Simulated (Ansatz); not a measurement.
Consider Fe₂O₃ in the corundum structure (space group R-3c, No. 167; a = 4.7736 Å, c = 13.3117 Å (hexagonal axes); ferromagnetic).

All numbers come from PBE (Ansatz, a program for electronic structure), no SOC, earlier PAW set.

One change was made to it. Results:

The c/a ratio grows by 0.0377 to 2.826; the largest site moment shrinks by 0.05 μB to 0.81 μB; the density increases by 1.268 g/cm³, from 6.06 g/cm³ to 7.32 g/cm³.

Q: Which change produced these results?
A. pressure 7 GPa
B. pressure 75 GPa
C. pressure 3 GPa

A: B, pressure 75 GPa. For comparison, the c/a ratio in the other runs: pressure 3 GPa gives 2.790; pressure 7 GPa gives 2.792.

Load acts through the strain it causes; cell and atoms are relaxed under it. Stability against distortions was not tested. No other phases were tried under pressure. No Hubbard U is applied and the magnetic state is the run's own (Fe2O3 ferromagnetic); other magnetic orders, which need larger cells, were not tried and can change the gap. In its common phase, real Fe2O3 is an antiferromagnetic insulator at low temperature.
